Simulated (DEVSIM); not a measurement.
System: Pt/Si3N4/p-Ge capacitor, at 300 K.

```
layer (left to right)  material  thickness (nm)  Na (cm⁻³)
---------------------  --------  --------------  ---------
1                         Si3N4            3.00          -
2                            Ge             650     8.4e17
```

Metal gate on the left, work function 5.6 eV. Fixed charge at the semiconductor interface 1.1e11 cm⁻² (in units of +e); no interface traps.

This is a model device: material constants are rounded textbook-type values typed into the input, and sizes, dopings and lifetimes were drawn at random. Values at 300 K.

```tsv
parameter	Si3N4	Ge
gap (eV)	5.1	0.664
affinity (eV)	2.1	4
permittivity	7.5	16
Nc (cm⁻³)	-	1.04e19
Nv (cm⁻³)	-	6e18
```

DEVSIM, 1D Poisson equation in equilibrium, Boltzmann statistics, complete ionisation; no quantum confinement or tunnelling. Metal contacts follow the ideal Schottky-Mott rule: no Fermi-level pinning, no interface dipoles.

The substrate doping was swept, all else fixed.

| substrate doping (cm^-3) | flat-band voltage (V) | threshold voltage (band bending 2φF) (V) | minimum of the low-frequency capacitance (μF/cm²) |
|---|---|---|---|
| 4.2e16 | 1.06 | 1.49 | 0.127 |
| 8.4e16 | 1.04 | (withheld) | (withheld) |
| 1.7e17 | 1.02 | 1.57 | 0.220 |
| 4.2e17 | 1.00 | 1.65 | 0.308 |
| 8.4e17 | 0.98 | 1.73 | 0.399 |
| 1.7e18 | 0.96 | 1.85 | 0.512 |

Question: Some entries are withheld; supply them.

Answer: 
- 8.4e16, threshold voltage (band bending 2φF) (V): 1.53
- 8.4e16, minimum of the low-frequency capacitance (μF/cm²): 0.167
